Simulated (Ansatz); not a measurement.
```yaml
crystal:
  lattice:
    - [3.39475, 1.95996, 2.71409]
    - [-3.39475, 1.95996, 2.71409]
    - [0.00000, -3.91993, 2.71409]
  atoms:
    - { symbol: K, position: [0.92629, 0.92629, 0.92629] }
    - { symbol: Pb, position: [0.48308, 0.48308, 0.48308] }
    - { symbol: F, position: [0.53529, 0.53529, 0.97603] }
    - { symbol: F, position: [0.97603, 0.53529, 0.53529] }
    - { symbol: F, position: [0.53529, 0.97603, 0.53529] }
```

The cell was generated from a structure type, relaxed within its symmetry, and need not be the phase found at ambient conditions. Spin-orbit coupling is not included. K is the large-site (A) cation and Pb the one bonded closest to the anions (B).

Question: Give the diagonal Born effective charges atom by atom and the electronic dielectric tensor from linear response, DFT at the PBEsol level (Ansatz, a program for electronic structure).

Answer: 
```csv
atom,Z*xx,Z*yy,Z*zz
K1,1.17,1.17,1.24
Pb2,3.16,3.16,3.12
F3,-0.61,-2.27,-1.45
F4,-1.86,-1.02,-1.45
F5,-1.86,-1.02,-1.45
```

ε∞ diagonal: 2.71, 2.71, 2.70. At this level the polar cell without biaxial strain is unstable to a cell-doubling distortion (lowest mode away from Γ 91i cm⁻¹ on a 2×2×2 mesh), so it is not the ground state. At Γ this cell has an unstable mode of 44i cm⁻¹, so it is a symmetry-held saddle and not a minimum.
